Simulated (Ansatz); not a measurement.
Consider CdSe in the zinc blende structure (space group F-43m, No. 216; a = 6.1333 Å).

It is then changed as follows: cell and atoms relaxed at a pressure of 2.1 GPa.

Method: DFT with r2SCAN, PAW potentials and a 500 eV plane-wave cutoff in Ansatz (a quantum-chemistry and plane-wave program), no spin-orbit coupling.

Base, band edges from the VBM (valence, conduction): X -1.79, 3.51; W -2.12, 5.42; L -0.72, 2.84; Γ 0.00, 1.04; K -1.46, 4.11; U -1.46, 4.11 eV.

### Question
Give the band edges at the high-symmetry points of the new zone, measured from its valence-band maximum.

### Answer
```tsv
point	valence edge (eV)	conduction edge (eV)
Γ	0.00	1.12
X	-1.92	3.45
U	-1.57	4.10
K	-1.57	4.10
L	-0.77	2.89
W	-2.28	5.52
```

The gap is 1.12 eV, direct at Γ.

Load acts through the strain it causes; cell and atoms are relaxed under it. Stability against distortions was not tested. Tetrahedral semiconductors of this kind turn to denser phases somewhere between about 1 and 50 GPa; those were not computed, so compressed cells here can lie past the real transition.
